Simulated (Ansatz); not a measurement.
System: La-vacancy pair (La on one host Hf site, one O site vacant) in monoclinic HfO2 (charge state +1). The step: a nearby O atom hops onto the vacant site (La-vacancy distance between ideal sites 2.05 → 3.82 Å); the atom moves 2.06 Å along (-0.05, -0.12, -0.37) of the unit cell; the moving atom starts with neighbours Hf at 2.06, Hf at 2.08, Hf at 2.28; O at 2.58, O at 2.67 Å and ends with Hf at 2.04, Hf at 2.08; La at 2.31; O at 2.43 Å. DFT values are from Ansatz (plane-wave PAW, 420 eV unless said) in a cell of 96 host sites, spin-restricted, static, with no finite-size correction. The charge state is imposed; whether it is stable for some Fermi level was not computed. Forms of the defect that were not tried may lie lower. The start lies 0.066 eV above the lowest site run (PBE). For the PBE band: the saddle point's order was not checked.

```json
[
 {"Level": "CHGNet universal potential (has no charge state), its own band", "Forward barrier (eV)": "0.45", "Cost of the band or of the saddle's single point": "-"},
 {"Level": "PBE, the Γ point alone, band relaxed", "Forward barrier (eV)": "0.52", "Cost of the band or of the saddle's single point": "roughly 28 core-minutes"},
 {"Level": "PBE, a 2×2×2 k-point mesh shifted by half a step, same geometries", "Forward barrier (eV)": "0.52", "Cost of the band or of the saddle's single point": "very roughly 10 core-minutes"},
 {"Level": "r2SCAN at 500 eV, the Γ point alone, same geometries", "Forward barrier (eV)": "___", "Cost of the band or of the saddle's single point": "about 2.4 core-minutes (a rough figure)"}
]
```

Question: Complete the blanks.

Answer: 
- r2SCAN at 500 eV, the Γ point alone, same geometries, Forward barrier (eV): 0.56

Ansatz is an electronic-structure program.
